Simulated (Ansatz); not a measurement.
# What pressure 15 GPa does to BN

The reference is BN in the h-BN type structure (space group P6_3/mmc, No. 194; a = 2.5006 Å, c = 6.5259 Å; layered, stacked along the Cartesian z axis).

It is then changed as follows: cell and atoms relaxed at a pressure of 15 GPa.

The values are results of r2SCAN+rVV10/PAW in Ansatz (a quantum-chemistry and plane-wave program), without spin-orbit coupling, not measurements. Γ-centred 15×15×5 mesh, Fermi–Dirac width 0.05 eV.

The c/a ratio falls by 0.382 to 2.228 and the enthalpy H = E + PV relative to the base's energy is +0.74 eV/atom. The band gap falls by 0.19 eV to 4.55 eV and the gap character changes from indirect, k = (0.267, 1/3, 0) in the run's primitive reciprocal basis → M to indirect, k = (0.267, 0.267, 0) in the run's primitive reciprocal basis → L–M (57 % along). The smallest direct gap shrinks by 0.23 eV to 4.95 eV and the width of the top valence band rises by 0.30 eV (3.33 eV → 3.63 eV).

Load acts through the strain it causes; cell and atoms are relaxed under it. Stability against distortions was not tested. No other phases were tried under pressure.
